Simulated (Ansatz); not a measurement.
**Lattice parameter a of rock-salt BN (model structure) at several levels of theory**

No measured value is used here.

| level (code) | value (Å) |
|---|---|
| LDA (Ansatz) | 3.459 |
| PBE (Ansatz) | 3.503 |
| PBE-D3(BJ) (Ansatz) | 3.482 |
| rVV10 (Ansatz) | 3.528 |
| r²SCAN (Ansatz) | 3.492 |

Ansatz's density-functional and Hartree–Fock values are scalar-relativistic unless marked +SOC, with PAW data made under PBE.

A model structure was made by putting elements into a prototype or built by hand; it is no filed structure, need not be a known phase, and can be a saddle point held by its symmetry.

Ansatz is an electronic-structure program.
